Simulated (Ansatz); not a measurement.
System: fluorite HfO₂ (high-temperature phase). Method: PBE0 (PAW; Ansatz, a program for electronic structure).

Run with plane-wave cutoff 520 eV, 8×8×8 k mesh, scalar-relativistic PAW data made under PBE.

Computed at the level's own relaxed cell.

Elastic tensor (GPa, Voigt notation, ions relaxed):

```
  601.5   107.5   107.5     0.0     0.0     0.0
  107.5   601.5   107.5     0.0     0.0     0.0
  107.5   107.5   601.5     0.0     0.0     0.0
    0.0     0.0     0.0    78.5     0.0     0.0
    0.0     0.0     0.0     0.0    78.5     0.0
    0.0     0.0     0.0     0.0     0.0    78.5
```

Worked from these constants: the tetragonal shear constant is C′ = (C11 − C12)/2 = 247.0 GPa against C44 = 78.5 GPa, so the C44 shear is the softer. The Zener ratio C44/C′ is 0.32 (1 for an isotropic solid), and the Cauchy pressure C12 − C44 is 29.0 GPa. With C11 + 2C12 = 816.5 GPa all three Born conditions hold; they don't test modes at the zone boundary.

Note: symmetry holds this phase in the static calculation, where it need not be a minimum; held by symmetry at 0 K, a high-temperature phase can be a saddle point.

Spin–orbit coupling is not included.

The computed numbers hold no vibrational or temperature effects.
